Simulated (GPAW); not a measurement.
Worked example: self-consistent single point of Si2Ni (Fm-3m, 3 atoms in the cell) in GPAW.

Computed with LDA (Perdew-Wang 92), GPAW PAW datasets LDA (gpaw-data 1.0.1) (plane waves; GPAW).

```xyz
3
Lattice="0.0000 2.6932 2.6932 2.6932 0.0000 2.6932 2.6932 2.6932 0.0000" Properties=species:S:1:pos:R:3 pbc="T T T"
Si     1.3466     1.3466     1.3466
Si     4.0397     4.0397     4.0397
Ni     0.0000     0.0000     0.0000
```

Reference input (self-consistent single point, DFT PBE, plane waves, GPAW PAW datasets PBE (gpaw-data 1.0.1)): mode = pw; ecut = 800 eV; xc = PBE; kpts = 9 9 9; mesh shift (steps) = 0 0 0; occupations.name = methfessel-paxton; occupations.width = 0.1 eV; occupations.order = 0; nbands = -11; convergence.density = 1e-05 e/electron; convergence.energy = 1e-05 eV/electron; symmetry.symmorphic = false. This run's input differs from it in these lines:

```diff
@@ -14,3 +14,3 @@
 calc = GPAW(mode=PW(800),
-            xc='PBE',
+            xc='LDA',
             kpts=(9, 9, 9),
```

Its files differ too (potentials: GPAW PAW datasets LDA (gpaw-data 1.0.1)).

The program printed (abridged):

```
     iter     time        total  log10-change:
                         energy   eigst   dens
iter:   1 --:--:--   -22.420257
iter:   2 --:--:--   -22.176701   -0.53  -1.15
iter:   3 --:--:--   -21.926966   -1.20  -1.17
iter:   4 --:--:--   -21.716441   -2.24  -1.27
iter:   5 --:--:--   -21.708239   -3.08  -1.73
iter:   6 --:--:--   -21.718285   -3.13  -2.04
iter:   7 --:--:--   -21.713752   -3.77  -2.10
iter:   8 --:--:--   -21.713910   -5.77  -2.84
iter:   9 --:--:--   -21.713780c  -5.69  -3.03
iter:  10 --:--:--   -21.713780c  -7.63c -4.02
iter:  11 --:--:--   -21.713780c  -8.50c -4.17
iter:  12 --:--:--   -21.713781c  -8.37c -4.20
iter:  13 --:--:--   -21.713780c  -8.19c -4.28
iter:  14 --:--:--   -21.713779c  -9.39c -4.42
iter:  15 --:--:--   -21.713779c  -8.76c -4.45
iter:  16 --:--:--   -21.713779c  -9.31c -4.71
iter:  17 --:--:--   -21.713779c  -9.47c -4.91
iter:  18 --:--:--   -21.713779c  -9.46c -4.98
iter:  19 --:--:--   -21.713779c  -9.24c -5.09c
Converged after 19 iterations.

Dipole moment: (-0.000000, -0.000000, -0.000000) |e|*Ang

Energy contributions relative to reference atoms: (reference = -57018.022236)

Kinetic:        +16.274575
Potential:      -10.771991
External:        +0.000000
XC:             -27.214444
Entropy (-ST):   -0.004380
Local:           +0.000271
SIC:             +0.000000
--------------------------
Free energy:    -21.715969
Extrapolated:   -21.713779

Showing only first 2 kpts
 Kpt  Band  Eigenvalues  Occupancy
  0    10     11.39976    0.00000
  0    11     11.39976    0.00000
  0    12     11.39976    0.00000
  0    13     11.80223    0.00000

  1    10      9.66863    0.61375
  1    11      9.66863    0.61375
  1    12     10.75664    0.00000
  1    13     12.15557    0.00000

Fermi level: 9.63294

No gap
No difference between direct/indirect transitions
Energy (eV): -21.713779

Forces in eV/Ang:
  0 Si    0.00000    0.00000    0.00000
  1 Si    0.00000    0.00000    0.00000
  2 Ni   -0.00000    0.00000    0.00000

Stress tensor:
     0.010865     0.000000     0.000000
     0.000000     0.010865     0.000000
     0.000000     0.000000     0.010865
Stress (GPa, Voigt): [1.7407 1.7407 1.7407 0.     0.     0.    ]
```

The run converged in 19 iterations. GPAW prints stress with tension positive. Against the reference run the pressure goes from 6.91 to -1.74 GPa.

The starting cell comes from a database of computed structures (which also holds hypothetical and non-ambient phases and stackings), without a prior relaxation at this level. Spin polarisation is off.

Cost on one core of a shared machine: roughly 60 s.
